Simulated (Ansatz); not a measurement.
Functionals compared on a constructed model of the (0001) surface of 4H silicon carbide, Si-terminated, (√3x√3)R30° Ge adatom at H3 (bottom of the slab: 3 H on 3 bottom sites), in Ansatz (plane waves, PAW). The structure was relaxed with PBE; the other rows are single points on it. Cutoff 420 eV (500 eV for r2SCAN).

Model: 28-atom slab, 11.0 Å thick at the start with caps and adatoms (thin: gaps and levels are the slab's own), 6x6x1 mesh, Fermi-Dirac 0.025 eV, dipole correction, 6 atoms held, the rest relaxed; symmetry of the start imposed; spin-polarised, ending with about 1.0 μB a cell; orders that need a larger cell were not tried, no spin-orbit, no U. In PBE it lies 0.14 eV a 1x1 cell over the lowest computed structure of the same composition ((√3x√3)R30° Ge adatom at T4). These notes are the PBE run's. r2SCAN: The program's check for a lower electronic state was not made.

```csv
functional,gap of the slab on its k-mesh (eV),highest filled level below the top vacuum level (eV),magnetic moment of the cell (μB),rough cost of the single point
PBE,0.30,4.89,1.00,–
r2SCAN,?,?,1.00,very roughly 7 core-minutes
```

Task: Some entries are withheld; supply them.

Result: 
- r2SCAN, gap of the slab on its k-mesh (eV): 0.76
- r2SCAN, highest filled level below the top vacuum level (eV): 5.21

Ansatz is a first-principles code.
